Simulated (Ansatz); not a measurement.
## A computed series for ScCl3: pressure series

Consider ScCl3 (space group R-3, No. 148; layered, stacked along the Cartesian z axis).

```xyz
8
Lattice="3.1737 1.8323 5.8602 -3.1737 1.8323 5.8602 0.0000 -3.6647 5.8602" Properties=species:S:1:pos:R:3 pbc="T T T"
Sc     0.0000     0.0000     5.8617
Sc     0.0000     0.0000    11.7188
Cl     0.9141     1.8347     7.2722
Cl    -0.9141    -1.8347    10.3083
Cl    -2.0460    -0.1258     7.2722
Cl     2.0460     0.1258    10.3083
Cl     1.1319    -1.7090     7.2722
Cl    -1.1319     1.7090    10.3083
```

Cell and atoms are relaxed at each pressure.

Calculations: Ansatz (a first-principles code), r2SCAN+rVV10, PAW, cutoff 500 eV, no spin-orbit coupling.

```csv
change,smallest direct gap,band gap,shortest interatomic distance,hole mass
base,4.27 eV,4.09 eV,2.486 Å,–
pressure 1.8 GPa,4.15 eV,3.86 eV,2.470 Å,–
pressure 4.2 GPa,4.05 eV,3.66 eV,2.453 Å,"0.38 mₑ along c, 2.7 mₑ across (at Γ)"
pressure 9 GPa,3.90 eV,3.38 eV,2.426 Å,"0.34 mₑ along c, 1.8 mₑ across (at Γ)"
pressure 18 GPa,3.68 eV,3.01 eV,2.385 Å,"0.31 mₑ along c, 1.3 mₑ across (at Γ)"
pressure 30 GPa,3.44 eV,2.66 eV,2.342 Å,"0.28 mₑ along c, 1.1 mₑ across (at Γ)"
pressure 45 GPa,3.20 eV,2.33 eV,2.299 Å,"0.26 mₑ along c, 0.99 mₑ across (at Γ)"
pressure 60 GPa,2.99 eV,2.07 eV,2.263 Å,"0.24 mₑ along c, 0.96 mₑ across (at Γ)"
```

Load acts through the strain it causes; cell and atoms are relaxed under it. Effective masses come from finite differences of ±0.01 Å⁻¹. Whether these cells are dynamically stable was not tested. No other phases were tried under pressure. All final runs are without spin polarisation.
